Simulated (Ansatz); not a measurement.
Relaxed 16-atom cells of (Ru,Re) in the hexagonal close-packed type, of low symmetry and near-random order, with the end members in the same type and cell. Here −b is the interaction parameter Ω of a regular solution. Left out are ordered and sheared cells and those that changed their type; one cell stands for each fraction.

These are PBE (plane waves to 420 eV, PAW; Ansatz, a first-principles code) values and carry that method's errors. Spin–orbit coupling is left out; the runs are not spin-polarised.

```json
[
 {"cell": "Ru", "fraction of Re": "0", "mixing enthalpy (meV a mixed site)": "0"},
 {"cell": "ReRu7", "fraction of Re": "0.1250", "mixing enthalpy (meV a mixed site)": "-31"},
 {"cell": "ReRu3", "fraction of Re": "0.2500", "mixing enthalpy (meV a mixed site)": "withheld"},
 {"cell": "ReRu", "fraction of Re": "0.5000", "mixing enthalpy (meV a mixed site)": "-57"},
 {"cell": "Re3Ru", "fraction of Re": "0.7500", "mixing enthalpy (meV a mixed site)": "-45"},
 {"cell": "Re7Ru", "fraction of Re": "0.8750", "mixing enthalpy (meV a mixed site)": "-28"},
 {"cell": "Re", "fraction of Re": "1", "mixing enthalpy (meV a mixed site)": "0"}
]
```

### Question
Fit y = y0 + (y1 − y0) x − b x (1 − x), with y0 and y1 the end rows to the rows shown by least squares, with x the second column and y the third, and predict the withheld row.

### Answer
The fit gives b = 240, with a root-mean-square miss of 2.4 on the rows shown. At x = 0.2500 it predicts -45; the run gives -51, a miss of +6.
